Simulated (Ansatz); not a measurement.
**K2S: energy against strain**

K2S (antifluorite, Fm-3m, 32.900 Å³/atom at rest) under an equal strain ε in the (111) plane with the normal axis free, as in a coherent film. PBEsol in Ansatz, a plane-wave DFT program (PAW, default set), 420 eV, 8×8×8 Γ-centred mesh, Fermi-Dirac smearing 0.05 eV; ions are relaxed within the symmetry of each cell.

Here s stands for strain and y for E less E0.

```csv
strain (%),E less E0 (meV/atom)
-2.50,?
-1.25,1.12
-0.83,0.49
-0.42,0.13
0.00,0.00
0.42,0.12
0.83,0.46
1.25,1.04
```

The 7 complete rows are fitted with a parabola, y against s. Least squares gives y = 0.001 - 0.0266·s + 0.6899·s². Residuals (row less fit): 0.008, -0.008, -0.004, -0.001, 0.008, 0.006, -0.006; standard error 0.008 (degrees of freedom: 4). Twice the quadratic coefficient over the volume, 2 × 0.6899 meV × 10⁴ × 0.1602 / 32.900 Å³, is twice the biaxial elastic modulus of this plane = 67 ± 0.5 GPa.

Q: What does the fit predict for y at s = -2.50, and how far is the calculated value from it?

A: y = 0.001 - 0.0266 × (-2.50) + 0.6899 × (-2.50)² = 4.379 meV/atom. The calculation gives 4.55 meV/atom, 0.171 meV/atom above the prediction (3.8 % of the range of y in the table). The row lies outside the fitted rows, so this is an extrapolation. From the scatter of the fitted rows alone, a prediction at this place has a standard error of 0.032 meV/atom, so the miss is 5.3 times that.

One order more, fitted to all 13 runs of the series, follows each within 0.01, so the miss is the next term of a smooth law. Rows are the converged runs of the series near zero and its far end; series whose fitted rows scatter by over a few per cent of the range, as at a crossing or softening among them, aren't shown in this form. Most that stay on the fit to the last digits aren't either.
